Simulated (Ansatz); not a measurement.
The structure below was relaxed with r2SCAN+rVV10 in Ansatz (plane waves to 500 eV, PAW, no spin-orbit coupling).

Space group Fm-3m (No. 225); a = 3.890 Å, b = 3.890 Å, c = 3.890 Å, α = 90.00°, β = 90.00°, γ = 90.00°

```
atom  site  symmetry       x       y       z
----  ----  --------  ------  ------  ------
Pd      4b      m-3m  0.5000  0.5000  0.5000
```

Task: Write out a cell with all atoms.

Result: 
```xyz
4
Lattice="3.8898 0.0000 0.0000 0.0000 3.8898 0.0000 0.0000 0.0000 3.8898" Properties=species:S:1:pos:R:3 pbc="T T T"
Pd     1.9449     0.0000     0.0000
Pd     1.9449     1.9449     1.9449
Pd     0.0000     0.0000     1.9449
Pd     0.0000     1.9449     0.0000
```
This is the conventional cell.

Stability against distortions was not tested. All final runs are without spin polarisation. The cell was made from Bi by this change: Bi → Pd. Pd has a high density of states at the Fermi level and may be magnetic at this level.

Ansatz is an electronic-structure program.
